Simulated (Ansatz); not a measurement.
# CsCl-type TiCo: elastic constant C12 by level of theory

No measured value is used here.

| level (code) | value (GPa) | cell (Å³/atom) |
|---|---|---|
| LDA (Ansatz) | 190 | 12.21 |
| BLYP (Ansatz) | [?] | 13.55 |
| PBE (Ansatz) | 160 | 13.12 |
| PBE-D3(BJ) (Ansatz) | 175 | 12.63 |
| r²SCAN+rVV10 (Ansatz) | 184 | 12.74 |

Problem. What belongs in the gaps?

Solution. 
- BLYP (Ansatz, a quantum-chemistry and plane-wave program), value (GPa): 146

The crystal itself was run without spin with LDA, BLYP, PBE, PBE-D3(BJ), r²SCAN+rVV10; a magnetic state was not tried in these runs. PBE-D3(BJ): the dispersion coefficients are held fixed in the derivatives. Each level is taken at its own relaxed cell. Cutoffs differ between the levels. Ansatz's density-functional and Hartree–Fock values are scalar-relativistic unless marked +SOC, with PAW data made under PBE.
